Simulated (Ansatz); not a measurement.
Consider Pb in the fcc (Cu type) structure (space group Fm-3m, No. 225; a = 4.9913 Å).

All numbers come from Ansatz (a program for electronic structure), r2SCAN, PAW, cutoff 500 eV, scalar-relativistic without spin-orbit coupling, earlier PAW set.

Before the change:

The band gap is zero. The shortest interatomic distance is 3.529 Å.

One thing is altered: hydrostatic tension (pressure −1 GPa).

Problem. What happens to the band gap and shortest interatomic distance?

Solution. The band gap is still zero; the shortest interatomic distance grows by 0.027 Å to 3.556 Å.

Load acts through the strain it causes; cell and atoms are relaxed under it. No phonon test of stability was made.
